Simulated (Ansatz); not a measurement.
Consider the following.

End structure of H2O on the 1x1 (111) surface of fcc Al, one in a 2x2 cell, started at the site 'top Al':

```xyz
19
Lattice="5.7162 0.0000 0.0000 -2.8581 4.9504 0.0000 0.0000 0.0000 26.5000" Properties=species:S:1:pos:R:3 pbc="T T T"
Al     0.0000     1.6501     9.7631
Al    -1.4290     4.1253     9.7631
Al     2.8581     1.6501     9.7631
Al     1.4290     4.1253     9.7631
Al     1.4290     0.8251    12.1036
Al     0.0000     3.3002    12.1036
Al     4.2871     0.8251    12.1036
Al     2.8581     3.3002    12.1036
Al     0.0020     0.0101    14.4105
Al    -1.4202     2.4715    14.3988
Al     2.8618    -0.0030    14.4004
Al     1.4135     2.4667    14.4143
Al    -0.0252     1.6510    16.8906
Al    -1.4134     4.1317    16.7279
Al     2.8618     1.6475    16.7061
Al     1.4366     4.1286    16.7298
O      0.1515     1.6733    19.0859
H      0.6552     2.5084    19.2090
H      0.8133     0.9571    19.2090
```

Slab: 19 atoms, 7.0 Å thick at the start under the adsorbate (thin: gaps and levels are the slab's own); k 6x6x1, smearing 0.1 eV, dipole-corrected; single point; no symmetry held, on the structure that PBE left; no spin, no spin-orbit, no U, no dispersion correction. At the end it is bonded to Al. In PBE it is, or lies within 0.03 eV of, the lowest of the starts that converged; the order may differ at this level.

A negative adsorption energy means that the adsorbate is more stable on the surface than in its reference.

Question: Predict the change of the work function from r2SCAN, at the PBE geometry (Ansatz, a program for electronic structure).

Answer: -1.16 eV

Question: Predict the adsorption energy against H2O(g) at the same level from r2SCAN, at the PBE geometry.

Answer: -0.28 eV

Question: Predict the work function of the top face from r2SCAN, at the PBE geometry.

Answer: 2.92 eV

Question: Predict the change of the step from the bottom to the top vacuum level, against the clean slab from r2SCAN, at the PBE geometry.

Answer: -1.18 eV
